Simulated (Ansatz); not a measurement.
MnP-type NiSi (0 1 0) on alpha quartz (1 0 0) (film strained to the substrate, started from cuts of the bulks and a machine-learned relaxation; slabs Si8O18 and Ni12Si12, which can lie off the formulas)

A periodic stack without vacuum, MnP-type NiSi (0 1 0) on alpha quartz (1 0 0) (film strained to the substrate, started from cuts of the bulks and a machine-learned relaxation; slabs Si8O18 and Ni12Si12, which can lie off the formulas): substrate slab Si8O18, film Ni12Si12, surface cells [[0, 1], [-1, 0]] and [[0, 1], [-1, 0]], film strained by -3.0 and -1.9 %, outermost planes O/O and NiSi/NiSi as cut, which need not be the usual terminations and can put a slab off its formula.

The start was prepared with a machine-learned potential, and the result is one local minimum, with the in-plane cell held and forces under 0.04 eV/Å; the film can end far from its bulk form.

Computed with PBE (plane waves to 420 eV, PAW; Ansatz, a quantum-chemistry and plane-wave program). No spin–orbit coupling; the runs are not spin-polarised; PBE gaps are too small against experiment. Its k-point mesh 5×5×1, Fermi–Dirac width 0.05 eV.

interface area: 27.7 Å²
period: 23.42 Å
heights between the nearest atoms of the two slabs at the two interfaces: 1.49 and 1.64 Å
O–Si contacts across the interfaces within 1.22 times the sum of covalent radii: 3, mean 1.65 Å
Ni–O contacts across the interfaces within 1.22 times the sum of covalent radii: 2, mean 2.06 Å

```xyz
50
Lattice="5.5094 0.0000 -0.0319 0.0002 5.0210 0.0407 -1.5186 -0.6467 23.4223" Properties=species:S:1:pos:R:3 pbc="T T T"
Si     1.6260    -0.1357     4.3581
Si    -0.2900     3.2516     2.5151
Si     3.6423     0.7534     2.4669
O     -0.0734     3.3128     0.9017
O      4.8592     1.7323     2.9309
O      2.3288     1.0021     3.3954
O      0.9445     3.7946     3.3955
O      3.9485     4.2082     2.7842
O      3.5019     0.9925     0.8642
Si     1.5142     2.3141     8.8549
Si    -0.3041     0.8996     6.6505
Si     3.4091     3.4391     6.6283
O      0.6135     0.6726     5.3304
O      4.5586     4.4925     7.0818
O      2.4083     3.2555     7.8860
O      0.5308     1.4127     7.9336
O      4.0643     1.9997     6.2292
O      2.6459     4.0411     5.3353
Si    -0.4043     3.3019    11.0326
Si     3.2883     0.7721    10.9991
O      0.6814     3.3203     9.8266
O      4.5805     1.7720    11.1839
O      2.4359     0.7182    12.3808
O      0.2838     3.7746    12.4329
O      3.8758     4.3095    10.6601
O      2.4201     1.2922     9.7280
Ni     2.5645     1.9803    13.9871
Ni     3.1226     4.5684    13.9838
Ni    -0.1827     4.6157    15.6846
Ni     0.4995     2.1547    15.7481
Si     4.7003     1.2326    14.1755
Si     0.9894     3.6148    13.9145
Si     2.0235     0.4676    15.6950
Si     3.6909     3.0342    15.6321
Ni     2.5633     2.0239    17.4357
Ni     3.2439     4.5155    17.4602
Ni    -0.1943     4.6258    19.1575
Ni     0.5104     2.1088    19.1025
Si    -0.7548     1.1784    17.4043
Si     1.0369     3.7190    17.4371
Si     2.0659     0.4512    19.1804
Si     3.7700     2.9597    19.1902
Ni     2.6356     1.9719    20.9894
Ni     3.2180     4.4862    21.0176
Ni    -0.1649    -0.3849    22.2441
Ni     0.5237     2.1406    22.2726
Si    -0.7649     1.1668    20.7739
Si     1.1109     3.6628    20.7752
Si     1.8934     0.3872    22.6328
Si     3.9681     2.8912    22.6529
```
